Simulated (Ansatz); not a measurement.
System: HfGeO3 (model structure, started from the PbTiO3 type, P4mm, No. 99, 5 atoms in the cell). Method: PBEsol in Ansatz (PAW).

Run with plane-wave cutoff 520 eV, 8×8×8 k mesh, Fermi–Dirac smearing 0.01 eV, scalar-relativistic PAW data made under PBE.

Cell (relaxed at this level):

```yaml
crystal:
  lattice:
    - [3.99594, 0.00000, 0.00000]
    - [0.00000, 3.99594, 0.00000]
    - [0.00000, 0.00000, 4.24590]
  atoms:
    - { symbol: Hf, position: [0.50000, 0.50000, 0.56912] }
    - { symbol: Ge, position: [0.00000, 0.00000, 0.18998] }
    - { symbol: O, position: [0.00000, 0.50000, 0.45526] }
    - { symbol: O, position: [0.50000, 0.00000, 0.45526] }
    - { symbol: O, position: [0.50000, 0.50000, 0.02058] }
```

Q: Give the computed band gap, Γ–Γ gap and bulk modulus B0.

A: 
- band gap: 1.39 eV (on the SCF k mesh)
- Γ–Γ gap: 3.58 eV
- bulk modulus B0: 124 GPa

Note: the bulk modulus is −V dP/dV from two relaxed cells at ±2 % in volume; the relaxation could raise the start's symmetry but not lower it, so the cell can be a saddle point.

Spin–orbit coupling is not included.

Computed values are for the static lattice.

The result took very roughly 4 core-minutes.

A model structure was made by putting elements into a prototype or built by hand; it is no filed structure, need not be a known phase, and can be a saddle point held by its symmetry.

Ansatz is a quantum-chemistry and plane-wave program.
